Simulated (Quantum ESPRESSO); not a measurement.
Quantum ESPRESSO is run on YAlNi (P-62m, 9 atoms in the cell), and the run fails. The aim is a self-consistent single point with DFT, PBEsol, plane waves, PSlibrary PAW (PBE) pseudopotentials.

Cell that was meant: a = 7.0885 Å, b = 7.0885 Å, c = 3.9723 Å, α = 90.00°, β = 90.00°, γ = 120.00°.

Part of the input:

```fortran
Ni    0.33333333    0.66666667    0.50000000
Ni    0.00000000    0.00000000    0.00000000
K_POINTS automatic
3 3 5
CELL_PARAMETERS angstrom
   7.08852408     0.00000000     0.00000000
  -3.54426204     6.13884193     0.00000000
```

Log, with long lists cut:

```
     This program is part of the open-source Quantum ESPRESSO suite
     for quantum simulation of materials; please cite

 %%%%%%%%%%%%%%%%%%%%%%%%%%%%%%%%%%%%%%%%%%%%%%%%%%%%%%%%%%%%%%%%%%%%%%%%%%%%%%
     Error in routine card_kpoints (1):
      end of file while reading automatic k points
 %%%%%%%%%%%%%%%%%%%%%%%%%%%%%%%%%%%%%%%%%%%%%%%%%%%%%%%%%%%%%%%%%%%%%%%%%%%%%%

     stopping ...
```

### Question
From the messages shown, name the fault and mend the input.

### Answer
The fault is an automatic mesh without its three shifts. The card takes six integers. To fix it, add the shifts. The program stopped before any SCF iteration.

An input that runs soundly differs in these lines (not the only fix; some lines may just follow from the change or write a value another way):
```diff
-3 3 5
+3 3 5  0 0 0
```

With that input, the run converged in 20 iterations: free energy E − TS -20428.7522 eV; Fermi level (on the code's own zero) 9.87 eV; pressure -7.80 GPa; largest force (vector length) 0.173 eV/Å (DFT, PBEsol, plane waves, PSlibrary PAW (PBE) pseudopotentials).

On the sound input: the starting cell comes from a database of computed structures (which also holds hypothetical and non-ambient phases and stackings), without a prior relaxation at this level. Its lattice was rescaled by a random factor within 2.5 % of one. Spin polarisation is off. With a pressure of about -8 GPa the cell is away from its equilibrium volume at this level.
